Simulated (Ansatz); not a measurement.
ZnO: pressure 22.5 GPa

The reference is ZnO in the wurtzite structure (space group P6_3mc, No. 186; a = 3.2352 Å, c = 5.2114 Å).

Perturbation: a hydrostatic pressure of 22.5 GPa.

Calculations: r2SCAN in Ansatz (plane waves to 500 eV, PAW, no spin-orbit coupling). k-mesh 12×12×7 (Γ-centred); smearing 0.05 eV (Fermi–Dirac).

| quantity | base | changed | shift |
|---|---|---|---|
| volume per atom | 11.81 Å³ | 10.51 Å³ | -1.30 Å³ |
| lattice parameter a | 3.235 Å | 3.115 Å | -0.120 Å |
| c/a ratio | 1.611 | 1.606 | -0.005 |
| shortest interatomic distance | 1.970 Å | 1.895 Å | -0.075 Å |
| enthalpy H = E + PV relative to the base's energy | – | +1.56 eV/atom | – |
| band gap | 1.24 eV | 1.41 eV | +0.17 eV |
| gap character | direct at Γ | direct at Γ | – |
| electron mass | 0.19 mₑ (at Γ) | 0.21 mₑ (at Γ) | – |
| valence-band top at Γ (three highest levels, from the VBM) | 0.00, 0.00, -0.10 eV | 0.00, 0.00, -0.15 eV | – |

Final structure:

```yaml
crystal:
  lattice:
    - [3.11542, 0.00000, 0.00000]
    - [-1.55771, 2.69803, 0.00000]
    - [0.00000, 0.00000, 5.00334]
  atoms:
    - { symbol: Zn, position: [0.66667, 0.33333, 0.00285] }
    - { symbol: Zn, position: [0.33333, 0.66667, 0.50285] }
    - { symbol: O, position: [0.66667, 0.33333, 0.62235] }
    - { symbol: O, position: [0.33333, 0.66667, 0.12235] }
```

Load acts through the strain it causes; cell and atoms are relaxed under it. Masses are band curvatures over ±0.01 Å⁻¹ around the edge. Stability against distortions was not tested. Measured, ZnO leaves this structure (for rock salt) near 9.1 GPa (temperature not stated; as listed in Datta, Sujoy, Jana, Debnarayan, arXiv (2020)), on rising pressure, with hysteresis.

Ansatz is a first-principles code.
